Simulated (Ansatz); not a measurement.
The starting structures come from a database of crystals and need not be the phases stable at ambient conditions.

 Where the default PAW files enter, the runs use the earlier of Ansatz's two default sets.

```yaml
crystal:
  lattice:
    - [4.71740, 0.00000, 0.00000]
    - [-1.47806, 6.48760, 0.00000]
    - [-0.73903, 3.24380, 4.32000]
  atoms:
    - { symbol: In, position: [0.00000, 0.30777, 0.38446] }
    - { symbol: In, position: [0.00000, 0.69223, 0.61554] }
    - { symbol: Si, position: [0.58962, 0.78003, 0.00000] }
    - { symbol: Si, position: [0.41038, 0.21997, 0.00000] }
    - { symbol: O, position: [0.21868, 0.39021, 0.68866] }
    - { symbol: O, position: [0.78132, 0.60979, 0.31134] }
    - { symbol: O, position: [0.78132, 0.92113, 0.68866] }
    - { symbol: O, position: [0.21868, 0.07887, 0.31134] }
    - { symbol: O, position: [0.50000, 0.00000, 0.00000] }
    - { symbol: O, position: [0.71692, 0.38975, 0.00000] }
    - { symbol: O, position: [0.28308, 0.61025, 0.00000] }
```

Space group of this cell: C2/m. The cell is taken as given.

Transport runs along the normal of the first two printed cell vectors.

The gap is the functional's own, uncorrected, and κ follows it; spin-orbit coupling is left out. Mid-gap values are interpolated between the computed energies.

Q: State the band gap and the smallest decay constant κ at mid-gap according to r2SCAN run with Ansatz (a quantum-chemistry and plane-wave program).

A: Gap 3.61 eV on a 8×8×8 mesh; κ = 0.321 1/Å, at the zone centre.
